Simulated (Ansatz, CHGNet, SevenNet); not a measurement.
# C axis length of ZnIn2O4 (model structure, started from the defect chalcopyrite type, I-4, No. 82, 7 atoms in the cell) at several levels of theory

No measured value is used here.

```json
[
 {"level (code)": "CHGNet 0.3.0", "value (Å)": "9.953"},
 {"level (code)": "SevenNet-0", "value (Å)": "10.000"},
 {"level (code)": "SevenNet-l3i5", "value (Å)": "10.080"},
 {"level (code)": "LDA (Ansatz)", "value (Å)": "9.958"},
 {"level (code)": "PBE (Ansatz)", "value (Å)": "…"},
 {"level (code)": "PBEsol (Ansatz)", "value (Å)": "…"},
 {"level (code)": "r²SCAN (Ansatz)", "value (Å)": "10.049"}
]
```

**Question.** Complete the blanks.

**Answer.** 
- PBE (Ansatz, a program for electronic structure), value (Å): 10.095
- PBEsol (Ansatz), value (Å): 10.027

Cutoffs differ between the levels. Ansatz's density-functional and Hartree–Fock values are scalar-relativistic unless marked +SOC, with PAW data made under PBE.

Machine-learned potentials (CHGNet 0.3.0, SevenNet-0, SevenNet-l3i5) are trained on DFT data: a solid inside that data is no test of them.

A model structure was made by putting elements into a prototype or built by hand; it is no filed structure, need not be a known phase, and can be a saddle point held by its symmetry.
